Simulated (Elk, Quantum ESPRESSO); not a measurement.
An Elk input for a self-consistent single point of Al3Sc (Pm-3m, 4 atoms in the cell) (DFT, PBE, all-electron FP-LAPW, Elk's shipped species files, APW+lo basis with extra local orbitals):

```
tasks
  0

xctype
  20

tforce
  .true.

rgkmax
  7.5

gmaxvr
  18.0

lmaxapw
  10

lmaxo
  8

nxlo
  2

lorbcnd
  .true.

lradstp
  2

nrmtscf
  2.0

lmaxi
  4

swidth
  0.00499791

maxscl
  100

scale
  1.889726125

avec
    4.0257900000    0.0000000000    0.0000000000
    0.0000000000    4.0257900000    0.0000000000
    0.0000000000    0.0000000000    4.0257900000

sppath
  'species/'

atoms
  2
  'Sc.in'
  1
  0.0000000000  0.0000000000  0.0000000000    0.0 0.0 0.0
  'Al.in'
  3
  0.0000000000  0.5000000000  0.5000000000    0.0 0.0 0.0
  0.5000000000  0.0000000000  0.5000000000    0.0 0.0 0.0
  0.5000000000  0.5000000000  0.0000000000    0.0 0.0 0.0

ngridk
  7 7 7
```

Task: Write the same calculation as an input for Quantum ESPRESSO.

Result: One input that does it (others would too):

```fortran
&control
  calculation = 'scf'
  prefix = 'pwscf'
  outdir = './tmp'
  pseudo_dir = './'
  tprnfor = .true.
  tstress = .true.
/
&system
  ibrav = 1
  celldm(1) = 7.60764054
  nat = 4
  ntyp = 2
  ecutwfc = 55
  ecutrho = 440
  occupations = 'smearing'
  smearing = 'fermi-dirac'
  degauss = 0.0099958
/
&electrons
  conv_thr = 1.0d-10
  mixing_beta = 0.3
/
ATOMIC_SPECIES
Sc    44.9559  Sc.pbe-spn-kjpaw_psl.1.0.0.UPF
Al    26.9815  Al.pbe-n-kjpaw_psl.1.0.0.UPF
ATOMIC_POSITIONS crystal
Sc    0.00000000    0.00000000    0.00000000
Al    0.00000000    0.50000000    0.50000000
Al    0.50000000    0.00000000    0.50000000
Al    0.50000000    0.50000000    0.00000000
K_POINTS automatic
7 7 7  0 0 0
```

Basis, cutoffs, solver keys and any potentials are the target program's own. This input uses DFT, PBE, plane waves, PSlibrary PAW (PBE) pseudopotentials.

The starting cell has typed, rounded lattice constants, without a prior relaxation at this level. Its lattice was rescaled by a random factor within 2.5 % of one.
